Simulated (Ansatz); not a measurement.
The reference is TlCl in the CsCl type structure (space group Pm-3m, No. 221; a = 3.769 Å).

Method: PBEsol (Ansatz, an electronic-structure program), no spin-orbit coupling.

Strains are applied to the cell and any free atomic positions relax.

One change was made to it. Results:

The energy rises by 23 meV/atom; the hole mass goes from 0.21 mₑ along k, 0.54 mₑ across (at X) to 0.15 mₑ along k, 0.48 mₑ across (at X); the valley order (the lowest conduction-band minima on the path, energy above the VBM, named in the base's zone) changes from X along ⟨100⟩ 1.79 eV; R along ⟨111⟩ 2.19 eV to X along ⟨100⟩ 1.52 eV; R along ⟨111⟩ 1.74 eV.

What was done to the base?
(A) isotropic strain +1.00 %
(B) isotropic strain −3.00 %
(C) isotropic strain +2.50 %
(D) isotropic strain −2.50 %

B, isotropic strain −3.00 %. For comparison, the valley order in the other runs: isotropic strain +2.50 % gives X along ⟨100⟩ 1.99 eV; R along ⟨111⟩ 2.49 eV; isotropic strain −2.50 % gives X along ⟨100⟩ 1.57 eV; R along ⟨111⟩ 1.82 eV; isotropic strain +1.00 % gives X along ⟨100⟩ 1.88 eV; R along ⟨111⟩ 2.32 eV.

Spin-orbit coupling, missing from the scalar runs, can matter with Tl. The levels and masses belong to the bands next to the band gap. Masses are band curvatures over ±0.01 Å⁻¹ around the edge. Along k means along the line from Γ to the band edge. No phonon test of stability was made.
